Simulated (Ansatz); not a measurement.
Tunnelling through a barrier is set by its complex band structure: the current falls as exp(−2κd) with the smallest κ.

Consider the following.

```
InP
1.0
    4.09123     0.00000     0.00000
   -2.04561     3.54311     0.00000
    2.04561    -1.18104     3.34047
In P
1 1
Direct
  0.00000   0.00000   0.00000
  0.25000   0.75000   0.25000
```

The cell is strained (all lengths scaled by 0.98); by r2SCAN it stands under a pressure of 4.9 GPa.

Transport runs along the normal of the first two printed cell vectors, the (111) plane of the conventional cell.

The gap is the functional's own. No spin-orbit coupling. Mid-gap values are those at the computed energy nearest the middle.

Task: Estimate the band gap and the smallest decay constant κ at mid-gap that r2SCAN (Ansatz, a quantum-chemistry and plane-wave program) returns for this system.

Result: Gap 1.39 eV on a 10×10×10 mesh; κ = 0.086 1/Å, at the zone centre.
